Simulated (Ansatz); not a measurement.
## Effect of Sc on a Ti site, symmetric start on Ti3Al

The reference is a 16-atom supercell of Ti$_{3}$Al (space group P6_3/mmc, No. 194; a = 5.755 Å, c = 4.655 Å) at its relaxed geometry.

It is then changed as follows: one Ti atom is replaced by Sc, atoms relaxed at fixed cell.

All numbers come from Ansatz (a program for electronic structure), PBE, PAW, cutoff 420 eV, no SOC, earlier PAW set. k-mesh 7×7×7 (Γ-centred); smearing 0.05 eV (Fermi–Dirac).

```tsv
quantity	base	changed	shift
pressure	0.0 GPa	2.5 GPa	+2.5 GPa
largest displacement of a host atom from its site in the perfect cell	–	0.04 Å	–
mean distance from the defect site to its nearest host atoms	2.83 Å	2.86 Å	+0.03 Å
```

In so small a cell the defect repeats every few ångströms: this is an ordered compound, not a dilute defect. The defect started on the symmetric site and kept its symmetry, so it may sit on a saddle. All final runs are without spin polarisation. The defect cell is not spin-polarised.
